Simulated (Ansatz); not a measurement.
## Hypothetical P6_3/mmc PbI2, pressure series

The parent structure is PbI$_{2}$ in the 2H-MoS2 type structure (space group P6_3/mmc, No. 194; a = 4.3977 Å, c = 14.8453 Å; a hypothetical phase, not in the database extracts checked).

Cell and atoms are relaxed at each pressure.

Computed with PBE-D3(BJ) (Ansatz, an electronic-structure program), spin-orbit coupling left out, earlier PAW set.

Q: Only one of these has no band gap. Which?
(A) pressure 3 GPa
(B) pressure 10 GPa
(C) pressure 0.7 GPa
(D) pressure 0.3 GPa
(E) pressure 5 GPa

A: B, pressure 10 GPa. Computed: pressure 10 GPa: zero; pressure 0.7 GPa: 1.69 eV; pressure 5 GPa: 0.39 eV; pressure 0.3 GPa: 1.85 eV; pressure 3 GPa: 0.93 eV

A case with no gap was solved on a k-mesh chosen for an insulator, which is coarse for it. Spin-orbit coupling, missing from the scalar runs, can matter with I and Pb. Load acts through the strain it causes; cell and atoms are relaxed under it. Stability against distortions was not tested. No other phases were tried under pressure. All final runs are without spin polarisation. The zero or small gap of PbI2 under pressure 10 GPa can change with the level of theory.
